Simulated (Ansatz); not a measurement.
Start from InP (space group P4_2/mnm, No. 136; a = 7.175 Å, c = 4.163 Å; a hypothetical phase, not in the database extracts checked). Axes: x, y, z lie along a, b, c of the conventional cell.

It is then changed as follows: a pure shear with ε_xz = ε_zx = -0.0060; the atoms relax in the strained cell.

Levels (all Ansatz, a program for electronic structure, PAW): PBEsol (420 eV, no spin-orbit coupling); r2SCAN (500 eV, no spin-orbit coupling).

The geometry is relaxed with PBEsol.

* **PBEsol width of the top valence band**: 1.76 eV
* **PBEsol pressure**: 0.00 GPa
* **PBEsol lowest conduction level above the VBM at special points**: Γ 0.70 eV; C₂ 1.25 eV; Y₂ 2.01 eV; Z 2.01 eV

### Question
Predict the width of the top valence band, pressure and lowest conduction level above the VBM at special points from r2SCAN.

### Answer
The width of the top valence band grows by 0.04 eV (1.76 eV → 1.80 eV); the pressure goes from zero to 0.91 GPa; the lowest conduction level above the VBM at special points changes from Γ 0.70 eV; C₂ 1.25 eV; Y₂ 2.01 eV; Z 2.01 eV to Γ 1.24 eV; C₂ 1.64 eV; Y₂ 2.36 eV; Z 2.42 eV.

Single points use the geometry relaxed with PBEsol. Their cutoffs differ, which shifts pressures a little. The levels and masses belong to the bands next to the band gap. No phonon test of stability was made. k-point labels follow each cell's own Brillouin zone.
